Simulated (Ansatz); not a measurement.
Take MnSi (space group P2_13, No. 198; a = 4.5176 Å; ferromagnetic) as the base.

Method: Ansatz (an electronic-structure program) PBE, spin-orbit coupling left out.

Base values:

| Item | Value |
|---|---|
| Largest site moment | 0.98 μB |
| Band gap | zero |
| Magnetic state | ferromagnetic |
| Lattice parameter a | 8.537 bohr |

Perturbation: cell and atoms relaxed at a pressure of 30 GPa.

Problem. Estimate the effect on the largest site moment, band gap, magnetic state and lattice parameter a.

Solution. The largest site moment drops by 0.25 μB (0.98 μB → 0.73 μB); the band gap is still zero; the magnetic state is still ferromagnetic; the lattice parameter a decreases by 0.321 bohr (8.537 bohr → 8.216 bohr).

Other magnetic orders, which the real material may have, were not ruled out. Load acts through the strain it causes; cell and atoms are relaxed under it. Whether these cells are dynamically stable was not tested. No other phases were tried under pressure.
